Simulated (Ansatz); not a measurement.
## Pt on a Ag site (middle of the slab) in a 3x3 cell of the 1x1 (111) surface of fcc Ag

Computed with PBE (plane waves to 420 eV, PAW; Ansatz, a quantum-chemistry and plane-wave program).

Set-up: 36 atoms, 7.1 Å thick at the start (thin: gaps and levels are the slab's own); mesh 4x4x1; 0.1 eV smearing; dipole correction on; 9 atoms held, the rest relaxed; held to the start's symmetry, so lower structures may exist; no spin, no spin-orbit, no U.

```
Property                                                                                Value
----------------------------------------------------------------------------------  ---------
formation energy against fcc Ag, fcc Pt                                              0.059 eV
work function of the top face                                                         4.46 eV
change of the work function                                                          0.020 eV
change of the step from the bottom to the top vacuum level, against the clean slab  -0.009 eV
energy released by relaxation                                                        0.014 eV
largest move of a host atom                                                            0.03 Å
```
